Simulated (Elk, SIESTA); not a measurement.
An Elk input for a self-consistent single point of HgTe (F-43m, 2 atoms in the cell) (DFT, LDA (PW92), all-electron FP-LAPW, Elk's shipped species files, APW+lo basis with extra local orbitals):

```
tasks
  0

tforce
  .true.

rgkmax
  7.5

gmaxvr
  18.0

lmaxapw
  10

lmaxo
  8

nxlo
  2

lorbcnd
  .true.

lradstp
  2

nrmtscf
  2.0

rmtscf
  0.94

lmaxi
  4

swidth
  0.00183747

maxscl
  100

scale
  1.889726125

avec
    0.0000000000    3.2884630000    3.2884630000
    3.2884630000    0.0000000000    3.2884630000
    3.2884630000    3.2884630000    0.0000000000

atoms
  2
  'Hg.in'
  1
  0.0000000000  0.0000000000  0.0000000000    0.0 0.0 0.0
  'Te.in'
  1
  0.2500000000  0.2500000000  0.2500000000    0.0 0.0 0.0

ngridk
  9 9 9
```

Task: Give the SIESTA input for the same structure, mesh, smearing and functional.

Result: One input that does it (others would too):

```
# files in the folder: Hg.psml Te.psml (PseudoDojo LDA standard)
SystemName  HgTe
SystemLabel siesta

NumberOfAtoms                2
NumberOfSpecies              2
%block ChemicalSpeciesLabel
  1 80 Hg
  2 52 Te
%endblock ChemicalSpeciesLabel
LatticeConstant              1.0 Ang
%block LatticeVectors
     0.000000000    3.288463000    3.288463000
     3.288463000    0.000000000    3.288463000
     3.288463000    3.288463000    0.000000000
%endblock LatticeVectors
AtomicCoordinatesFormat      Ang
%block AtomicCoordinatesAndAtomicSpecies
     0.000000000    0.000000000    0.000000000  1
     1.644231500    1.644231500    1.644231500  2
%endblock AtomicCoordinatesAndAtomicSpecies

XC.functional                LDA
XC.authors                   PW92
PAO.BasisSize                DZP
PAO.EnergyShift              0.01 Ry
MeshCutoff                   300 Ry
%block kgrid.MonkhorstPack
    9   0   0  0.0
    0   9   0  0.0
    0   0   9  0.0
%endblock kgrid.MonkhorstPack
OccupationFunction           FD
ElectronicTemperature        580.23 K

MaxSCFIterations             150
SCF.Mixer.Method             Broyden
SCF.Mixer.Weight             0.1
SCF.Mixer.History            8
SCF.DM.Tolerance             1.0E-04
Diag.ParallelOverK           true
WriteForces                  true
```

Basis settings and potentials, where a program has them, do not carry over. This input uses DFT, LDA PW92, numerical atomic orbitals DZP, PseudoDojo LDA standard norm-conserving potentials (rewritten from UPF to PSML). LDA parametrisations can differ slightly between programs.

The starting cell has typed, rounded lattice constants, without a prior relaxation at this level. Its lattice was rescaled by a random factor within 2.5 % of one.
